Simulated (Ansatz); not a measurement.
MgS, pressure series

The parent structure is MgS in the rock salt structure (space group Fm-3m, No. 225).

```
CELL_PARAMETERS angstrom
      0.00000     2.61481     2.61481
      2.61481     0.00000     2.61481
      2.61481     2.61481     0.00000
ATOMIC_POSITIONS crystal
  S  0.00000 0.00000 0.00000
  Mg 0.50000 0.50000 0.50000
```

Cell and atoms are relaxed at each pressure.

Calculations: PBE (Ansatz, an electronic-structure program; PAW; 420 eV plane waves; no SOC), earlier PAW set.

Notes on the quantities. enthalpy: H = E + PV relative to the base's energy.

```csv
case,band gap,smallest direct gap,width of the top valence band,enthalpy
base,2.76 eV,3.60 eV,2.31 eV,–
pressure −2 GPa,(withheld),(withheld),(withheld),-0.23 eV/atom
pressure −1 GPa,2.73 eV,3.50 eV,2.27 eV,-0.11 eV/atom
pressure 0.3 GPa,2.77 eV,3.63 eV,2.32 eV,+0.03 eV/atom
pressure 0.7 GPa,2.78 eV,3.68 eV,2.34 eV,+0.08 eV/atom
pressure 1.5 GPa,2.80 eV,3.76 eV,2.36 eV,+0.17 eV/atom
pressure 3 GPa,2.84 eV,3.90 eV,2.41 eV,+0.33 eV/atom
pressure 5 GPa,2.88 eV,4.08 eV,2.48 eV,+0.54 eV/atom
pressure 7.5 GPa,2.94 eV,4.30 eV,2.55 eV,+0.80 eV/atom
pressure 10 GPa,2.98 eV,4.50 eV,2.62 eV,+1.05 eV/atom
```

Problem. Fill in the withheld entries from the trend.

Solution. 
- pressure −2 GPa, band gap: 2.69 eV
- pressure −2 GPa, smallest direct gap: 3.39 eV
- pressure −2 GPa, width of the top valence band: 2.23 eV

Load acts through the strain it causes; cell and atoms are relaxed under it. No phonon test of stability was made. No other phases were tried under pressure.
